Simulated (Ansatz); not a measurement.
System: GaN (I4mm, No. 107, 2 atoms in the cell; start mp-2646978; a measured phase of this formula has another space group). Method: r²SCAN (PAW; Ansatz, a quantum-chemistry and plane-wave program).

Run with plane-wave cutoff 560 eV, 16×16×16 k mesh, Fermi–Dirac smearing 0.01 eV, scalar-relativistic PAW data made under PBE.

Cell (relaxed with PBEsol):

Space group I4mm (No. 107); a = 2.855 Å, b = 2.855 Å, c = 4.936 Å, α = 90.00°, β = 90.00°, γ = 90.00°

```json
[
 {"atom": "Ga", "site": "2a", "symmetry": "4mm", "x": "0.0000", "y": "0.0000", "z": "0.7562"},
 {"atom": "N", "site": "2a", "symmetry": "4mm", "x": "0.0000", "y": "0.0000", "z": "0.3588"}
]
```
(The calculation used a cell of 2 atoms; values per cell refer to that cell.)

### Question
What does this level give for the band gap and smallest direct gap on the k points sampled?

### Answer

band gap: 0.74 eV (indirect)
smallest direct gap on the k points sampled: 2.47 eV

Note: cell and atoms aren't relaxed at this level (pressure -0.2 GPa).

Spin–orbit coupling is not included.

Static lattice: no zero-point or thermal effects.

A start named mp-… is a Materials Project structure, which need not be a measured phase.
